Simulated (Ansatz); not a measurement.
**How far to go with shifted k-point meshes: SbAs (R3m, 2 atoms in the cell)**

```xyz
2
Lattice="2.0266 1.1701 3.7054 -2.0266 1.1701 3.7054 0.0000 -2.3401 3.7054" Properties=species:S:1:pos:R:3 pbc="T T T"
Sb     0.0000     0.0000     2.5968
As     0.0000     0.0000     8.5695
```

Level of theory: LDA (PW92), default PAW files made with PBE (plane waves; Ansatz, an electronic-structure program).

Base settings: basis.ecutwfc = 420 eV; kpoints.mp_grid.grid = 10 10 10; hamiltonian.xc = lda; hamiltonian.pseudopotentials = {kind: paw} (the program's default PAW files); scf.occupations.method = fermi_dirac; scf.occupations.width = 0.1 eV.

In this ladder: kpoints.mp_grid.shift = 0.5 0.5 0.5.

Only quantities that move along the ladder and can be compared are tabulated.

The count of work is k-points × plane waves × bands × iterations; it is no time. Core times come from one kind of shared machine, to one figure; runs under 30 s give none.

The starting cell comes from a database of computed structures (which also holds hypothetical and non-ambient phases and stackings), without a prior relaxation at this level. Its lattice was rescaled by up to half a per cent. One atom was moved a little off its site on purpose. In the base run, with a pressure of about -3 GPa the cell is away from its equilibrium volume at this level. Ansatz's pressure includes its estimate of the finite-basis (Pulay) stress. The run gives no clean gap (levels at the Fermi energy touch, overlap or are partly filled at this smearing), which alone does not show that the compound is a metal.

Steps (kpoints.mp_grid.grid): 2 2 2; 3 3 3; 4 4 4; 5 5 5; 6 6 6; 7 7 7; 8 8 8; 9 9 9; 10 10 10; 12 12 12; 13 13 13; 14 14 14; 16 16 16; 17 17 17; 19 19 19; 21 21 21; 24 24 24; 26 26 26; 29 29 29; 32 32 32.

Q: What is the coarsest kpoints.mp_grid.grid that holds the pressure within 0.2 GPa of the last step, with all finer ones?

A: 5 5 5, at 0.0054 of the last step's count of work; the step before is off by 0.27 GPa.

Q: What is the coarsest kpoints.mp_grid.grid that holds the free energy within 0.5 meV/atom of the last step, with all finer ones?

A: 13 13 13, at 0.077 of the last step's count of work; the step before is off by 0.82 meV/atom.

Q: What is the coarsest kpoints.mp_grid.grid that holds the forces within 0.005 eV/Å of the last step, with all finer ones?

A: 16 16 16, at 0.14 of the last step's count of work and about 0.1 of the last step's time; the step before is off by 0.007 eV/Å.

```csv
kpoints.mp_grid.grid,free energy less the last step's (meV/atom),pressure (GPa),largest difference of a force vector from the last step's (eV/Å),count of work / last,core time / last (rough)
2 2 2,-111.99,-1.30,0.279,0.00057,–
3 3 3,14.73,-2.92,0.657,0.0017,–
4 4 4,-21.82,-3.10,0.241,0.0029,–
5 5 5,-24.55,-3.43,0.161,0.0054,–
6 6 6,-13.52,-3.46,0.073,0.011,–
7 7 7,-9.02,-3.45,0.036,0.013,–
8 8 8,-5.98,-3.40,0.019,0.020,–
9 9 9,-3.85,-3.44,0.007,0.028,–
10 10 10,-2.31,-3.40,0.003,0.037,–
12 12 12,-0.82,-3.39,0.010,0.061,–
13 13 13,-0.23,-3.38,0.007,0.077,–
14 14 14,-0.08,-3.38,0.007,0.094,–
16 16 16,0.15,-3.37,0.003,0.14,0.1
17 17 17,0.12,-3.37,0.001,0.16,0.1
19 19 19,0.09,-3.37,0.000,0.22,0.2
21 21 21,0.04,-3.37,0.001,0.30,0.3
24 24 24,-0.01,-3.38,0.000,0.43,0.4
26 26 26,-0.01,-3.38,0.000,0.55,0.5
29 29 29,-0.01,-3.38,0.000,0.75,0.7
32 32 32,0.00,-3.38,0.000,1.0,1
```

Keys are those of Ansatz 0.2.
